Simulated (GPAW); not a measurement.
A self-consistent single point of HfCuSi2 (P4/nmm, 8 atoms in the cell) with GPAW.

Method: PBEsol, GPAW PAW datasets PBEsol (made by gpaw-setup) (plane waves; GPAW 25.7.0).

The change in words: lattice scaled by 0.98. Reference geometry:
```xyz
8
Lattice="3.6614 0.0000 0.0000 0.0000 3.6614 0.0000 0.0000 0.0000 8.9635" Properties=species:S:1:pos:R:3 pbc="T T T"
Hf     0.0000     1.8307     2.3830
Hf     1.8307     0.0000     6.5806
Si     1.8307     1.8307     4.4818
Si     0.0000     0.0000     4.4818
Si     1.8307     0.0000     1.5254
Si     0.0000     1.8307     7.4381
Cu     0.0000     0.0000     0.0000
Cu     1.8307     1.8307     0.0000
```

Reference input (self-consistent single point, DFT PBEsol, plane waves, GPAW PAW datasets PBEsol (made by gpaw-setup)): mode = pw; ecut = 850 eV; xc = PBEsol; kpts = 8 8 3; mesh shift (steps) = 0 0 0; occupations.name = fermi-dirac; occupations.width = 0.136 eV; nbands = -12; symmetry.symmorphic = false; symmetry.tolerance = 0.0005; maxiter = 100. This run's input differs from it in these lines:

```diff
@@ -5,5 +5,5 @@
 atoms = Atoms(['Hf', 'Hf', 'Si', 'Si', 'Si', 'Si', 'Cu', 'Cu'],
-              cell=[[3.661380, 0.000000, 0.000000],
-                    [0.000000, 3.661380, 0.000000],
-                    [0.000000, 0.000000, 8.963530]],
+              cell=[[3.588152, 0.000000, 0.000000],
+                    [0.000000, 3.588152, 0.000000],
+                    [0.000000, 0.000000, 8.784259]],
               scaled_positions=[[0.000000, 0.500000, 0.265850],
```

The program printed (abridged):

```
     iter     time        total  log10-change:
                         energy   eigst   dens
iter:   1 --:--:--   -59.920838
iter:   2 --:--:--   -53.355404   -0.68  -1.09
iter:   3 --:--:--   -52.720663   -1.52  -1.23
iter:   4 --:--:--   -52.039935   -0.84  -1.27
iter:   5 --:--:--   -51.974939   -1.67  -1.52
iter:   6 --:--:--   -52.081320   -1.39  -1.69
iter:   7 --:--:--   -52.900920   -0.91  -1.92
iter:   8 --:--:--   -51.836928   -1.23  -1.81
iter:   9 --:--:--   -51.833655   -2.34  -2.33
iter:  10 --:--:--   -51.820288c  -3.20  -2.59
iter:  11 --:--:--   -51.822025c  -4.01  -2.69
iter:  12 --:--:--   -51.819819c  -4.13  -2.80
iter:  13 --:--:--   -51.820039c  -3.65  -2.91
iter:  14 --:--:--   -51.819010c  -4.14  -2.99
iter:  15 --:--:--   -51.819048c  -5.37  -3.20
iter:  16 --:--:--   -51.819244c  -4.81  -3.25
iter:  17 --:--:--   -51.818943c  -4.98  -3.53
iter:  18 --:--:--   -51.818925c  -6.31  -4.12c
iter:  19 --:--:--   -51.818917c  -7.14  -4.20c
iter:  20 --:--:--   -51.818899c  -6.76  -4.22c
iter:  21 --:--:--   -51.818877c  -7.04  -4.30c
iter:  22 --:--:--   -51.818878c  -7.97c -4.43c
Converged after 22 iterations.

Dipole moment: (-0.000000, -0.000000, -0.000000) |e|*Ang

Energy contributions relative to reference atoms: (reference = -940980.498456)

Kinetic:        +36.671214
Potential:      -29.772748
External:        +0.000000
XC:             -57.792936
Entropy (-ST):   -0.156581
Local:           -0.846118
SIC:             +0.000000
--------------------------
Free energy:    -51.897168
Extrapolated:   -51.818878

Showing only first 2 kpts
 Kpt  Band  Eigenvalues  Occupancy
  0    29      9.29653    1.99518
  0    30     11.61016    0.00003
  0    31     11.61016    0.00003
  0    32     11.80978    0.00001

  1    29      9.03129    1.99931
  1    30     11.66391    0.00002
  1    31     11.93303    0.00000
  1    32     11.93303    0.00000

Fermi level: 10.11602

No gap
   [... lines left out ...]
  2 Si   -0.00000    0.00000    0.00000
  3 Si   -0.00000    0.00000    0.00000
  4 Si    0.00000    0.00000    0.58517
  5 Si    0.00000    0.00000   -0.58517
  6 Cu    0.00000    0.00000    0.00000
  7 Cu   -0.00000    0.00000    0.00000

Stress tensor:
    -0.063120     0.000000    -0.000000
     0.000000    -0.063120     0.000000
    -0.000000     0.000000    -0.054090
Stress (GPa, Voigt): [-10.113  -10.113   -8.6662   0.      -0.       0.    ]
```

The run converged in 22 iterations. GPAW prints stress with tension positive. Against the reference run the free energy rises by 23.7 meV/atom, the pressure goes from -0.74 to 9.63 GPa and the largest force goes from 0.279 to 0.585 eV/Å.

The starting cell comes from a database of computed structures (which also holds hypothetical and non-ambient phases and stackings), without a prior relaxation at this level. For this run, on top of that: lattice scaled by 0.98. Spin polarisation is off. With a pressure of about 10 GPa the cell is away from its equilibrium volume at this level.

Cost on one core of a shared machine: roughly 2 min.
